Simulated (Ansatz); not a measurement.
Take GaN in the wurtzite structure (space group P6_3mc, No. 186; a = 3.1826 Å, c = 5.1854 Å) as the base. Axes: x lies along a and z along c of the hexagonal cell.

Method: PBEsol/PAW in Ansatz (an electronic-structure program), no spin-orbit coupling.

For the base:

```
Item         Value
--------  --------
Pressure  0.00 GPa
```

One thing is altered: tensile biaxial strain of 1.20 % in the plane normal to [001], as in epitaxy on a mismatched substrate; the out-of-plane cell vector and the atoms relax.

Task: Estimate the effect on the ratio −ε⊥/ε∥ and pressure.

Result: The ratio −ε⊥/ε∥ is 0.48; the pressure (mean of the normal stresses, compression positive) goes from zero to -3.26 GPa.

No phonon test of stability was made.
